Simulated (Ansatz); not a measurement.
```
CELL_PARAMETERS angstrom
      3.70139     0.00000     0.00000
     -1.85069     3.20549     0.00000
      0.00000     0.00000    18.93629
ATOMIC_POSITIONS crystal
  Sn 0.00000 0.00000 0.50000
  S  0.33333 0.66667 0.57808
  S  0.66667 0.33333 0.42192
```

Level of theory: HSE06, rigid bands (plane waves, PAW, scalar-relativistic; Ansatz, a first-principles code). Geometry: cell and atoms relaxed with PBE.

### Question
Predict the electron conductivity mass (n e² τ/σ) at 300 K, by direction if it differs.

### Answer
0.38 mₑ.

### Question
Predict the hole conductivity mass (n e² τ/σ) at 300 K, by direction if it differs.

### Answer
0.51 mₑ.

### Question
And the band gap?

### Answer
2.38 eV at this level.

Rigid bands, one relaxation time for all states, no polarons. Spin-orbit coupling is left out; where it splits the top of the valence band it changes the hole mass and lowers the gap by about a third of the splitting. Geometry: cell and atoms relaxed with PBE.
